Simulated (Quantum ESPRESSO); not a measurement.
# Equation of state of fcc Ag (space group 225): energy against volume (Quantum ESPRESSO, PBEsol)

```xyz
1
Lattice="0.0000 1.9856 1.9856 1.9856 0.0000 1.9856 1.9856 1.9856 0.0000" Properties=species:S:1:pos:R:3 pbc="T T T"
Ag     0.0000     0.0000     0.0000
```

Level of theory: PBEsol, GBRV 1.5 ultrasoft (PBESOL) pseudopotentials (plane waves; Quantum ESPRESSO 7.5). Settings: ecutwfc = 52 Ry; ecutrho = 416 Ry; occupations = smearing; smearing = fermi-dirac; degauss = 0.0036749 Ry; potentials = {Ag: ag_pbesol_v1.4.uspp.F.UPF}; K_POINTS = automatic 25 25 25 0 0 0; conv_thr = 1e-10 Ry. The cell above is the first row's. The rows scale it uniformly. In all rows the k mesh is held. E is the free energy at the stated smearing, counted from the lowest row.

| V (Å^3/atom) | E (meV/atom) |
|---|---|
| 15.657 | 27.42 |
| 15.998 | 11.75 |
| 16.338 | 2.90 |
| 16.679 | 0.00 |
| 17.019 | 2.28 |
| 17.359 | 9.09 |
| 17.700 | 19.81 |
| 18.040 | 33.95 |
| 18.380 | ? |

Fit E of the 8 rows that show it with the third-order Birch-Murnaghan form, a cubic in V^(-2/3). With u = V^(-2/3) - 0.152, the rows have u = 0.007782, 0.005503, 0.003310, 0.001186, -0.000861, -0.002841, -0.004763, -0.006619. Least squares gives E = 0.730 - 1308.21·u + 582792·u² + 3355138·u³. Residuals (row less fit): -0.004, 0.011, -0.007, -0.004, -0.006, 0.016, -0.010, 0.001; standard error 0.012 (degrees of freedom: 4). Its minimum lies at u = 0.001112, so V0 = (0.153112)^(-3/2) = 16.69. There d²E/du² = 1188000 and d³E/du³ = 2.013e7, so B0 = (4/9) × 16.69^(-7/3) × 1188000 × 0.160218 = 119 GPa (the last factor turns the table's units into GPa), and B0' = 4 + (2/3) × 0.153112 × (2.013e7)/1188000 = 5.7. The program's pressures in the fitted runs (not shown) pass through zero at V = 16.69, 0.03 % from this V0.

### Question
Predict the withheld E at V = 18.380 from the fit, and compare with the calculation.

### Answer
u = -0.008417, so E = 0.730 - 1308.21 × (-0.008417) + 582792 × (-0.008417)² + 3355138 × (-0.008417)³ = 51.029 meV/atom. The calculation gives 51.02 meV/atom, 0.009 meV/atom below the prediction (under 0.05 % of the range of E in the table). The row lies outside the fitted rows, so this is an extrapolation. From the scatter of the fitted rows alone, a prediction at this place has a standard error of 0.030 meV/atom, so the miss is 0.3 times that.

Carrying the step between the two nearest rows on in a straight line would have given 48.09, off by 2.93; series whose last step already gives the withheld value aren't shown. The scan was laid around a cell of about the measured size, scaled by a guess for this functional. Cutoffs and mesh are single choices, not tested for convergence of this quantity. Series with a scatter that would blur these digits, or in which a gap closes, are not shown. Nor are scans whose minimum lies at an end fitted in this form.
